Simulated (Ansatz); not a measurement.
Given:

```
GaSb
1.0
   -0.01012     3.11062     3.04377
    3.10801     0.00230     3.03135
    3.03993     3.03012     0.07038
Sb Ga
1 1
Direct
  0.74747   0.74854   0.75552
  0.00253   0.00146   0.99448
```

No spin polarisation.

Computed with r2SCAN (Ansatz, a program for electronic structure, PAW, without spin-orbit coupling), earlier PAW set. Γ-centred 13×13×13 mesh, Fermi–Dirac width 0.05 eV.

What is the computed pressure (mean of the normal stresses, compression positive)?

0.94 GPa.

Estimate the space group.

P1 (No. 1).

The cells carry an imposed strain or load. Stability against distortions was not tested. The cell was made from GaSb in the zinc blende structure (space group F-43m, No. 216) by this change: strain tensor (xx, yy, zz, yz, xz, xy) = (+0.40, +0.08, −2.10, +1.35, +0.95, −1.28) %.
